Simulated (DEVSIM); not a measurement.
System: TaN/AlN/p-GaAs capacitor, at 300 K.

```
layer (left to right)  material  thickness (nm)  Na (cm⁻³)
---------------------  --------  --------------  ---------
1                           AlN            26.0          -
2                          GaAs            7400     7.5e15
```

Metal gate on the left, work function 4.4 eV. Fixed charge at the semiconductor interface -5.7e11 cm⁻² (in units of +e); interface traps 6e11 cm⁻² eV⁻¹, uniform in energy, neutral level at 0.7 of the gap above the valence band.

Constants are typed, rounded textbook-type inputs, not results; the design itself was drawn at random and stands for no fabricated device. Values at 300 K.

```tsv
parameter	AlN	GaAs
gap (eV)	6.1	1.424
affinity (eV)	1.9	4.07
permittivity	8.5	12.9
Nc (cm⁻³)	-	4.7e17
Nv (cm⁻³)	-	9e18
```

DEVSIM, 1D Poisson equation in equilibrium, Boltzmann statistics, complete ionisation; no quantum confinement or tunnelling. Metal contacts follow the ideal Schottky-Mott rule: no Fermi-level pinning, no interface dipoles.

The interface trap density was swept, all else fixed.

| interface trap density (cm^-2 eV^-1) | minimum of the low-frequency capacitance (μF/cm²) | flat-band voltage (V) |
|---|---|---|
| 0 | 0.0244 | -0.60 |
| 1e10 | 0.0257 | -0.60 |
| 1e11 | 0.0372 | -0.64 |
| 3e11 | 0.0595 | -0.73 |
| 6e11 | 0.0864 | -0.86 |
| 1e12 | ___ | -1.04 |
| 2e12 | 0.158 | -1.50 |

Some entries are withheld; supply them.


- 1e12, minimum of the low-frequency capacitance (μF/cm²): 0.114
